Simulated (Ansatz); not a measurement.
**SnO: response to strain**

The parent structure is SnO in the litharge type structure (space group P4/nmm, No. 129; layered, stacked along the Cartesian z axis).

```
CELL_PARAMETERS angstrom
      3.79274     0.00000     0.00000
      0.00000     3.79274     0.00000
      0.00000     0.00000     4.76440
ATOMIC_POSITIONS crystal
  Sn 0.50000 0.00000 0.24062
  Sn 0.00000 0.50000 0.75938
  O  0.00000 0.00000 0.00000
  O  0.50000 0.50000 0.00000
```

Cartesian axes are those of the cell as printed.

Strains are applied to the cell and any free atomic positions relax.

Method: r2SCAN+rVV10 (Ansatz, a program for electronic structure), without spin-orbit coupling, earlier PAW set.

Candidates:
(a) isotropic strain −5.80 %
(b) strain tensor (xx, yy, zz, yz, xz, xy) = (−1.01, −0.03, +0.19, −0.24, −0.93, +0.66) %
(c) uniaxial strain ε_xx = −0.20 %
(d) isotropic strain +2.51 %

Notes on the quantities. energy relative to the base: free energy F.

Q: Order them by energy relative to the base, highest first.

A: (a) isotropic strain −5.80 % (+101 meV/atom), (d) isotropic strain +2.51 % (+16 meV/atom), (b) strain tensor (xx, yy, zz, yz, xz, xy) = (−1.01, −0.03, +0.19, −0.24, −0.93, +0.66) % (+2.1 meV/atom), (c) uniaxial strain ε_xx = −0.20 % (0.0 meV/atom)

The mesh was chosen for an insulator and is coarse for the gapless case. No phonon test of stability was made. The final runs are not spin-polarised.
